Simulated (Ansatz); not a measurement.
Take Ti in the hcp (Mg type) structure (space group P6_3/mmc, No. 194; relaxed with 0.1 eV smearing) as the base.

```
CELL_PARAMETERS angstrom
      2.93639     0.00000     0.00000
     -1.46820     2.54299     0.00000
      0.00000     0.00000     4.64022
ATOMIC_POSITIONS crystal
  Ti 0.66667 0.33333 0.75000
  Ti 0.33333 0.66667 0.25000
```

Cartesian axes are those of the cell as printed.

Method: r2SCAN, PAW, 500 eV (Ansatz, a program for electronic structure; no spin-orbit coupling).

For the base:

| Quantity | Value |
|---|---|
| Pressure | 0.0 GPa |
| Volume per atom | 17.32 Å³ |

Perturbation: biaxial strain +1.50 %, plane normal [001], relaxed out of plane (Cartesian); in-plane vectors clamped, the third vector and the atoms free.

How does this affect the pressure and volume per atom?

The pressure (mean of the normal stresses, compression positive) goes from zero to -2.1 GPa; the volume per atom goes up by 0.32 Å³, from 17.32 Å³ to 17.64 Å³.

Stability against distortions was not tested. All final runs are without spin polarisation.
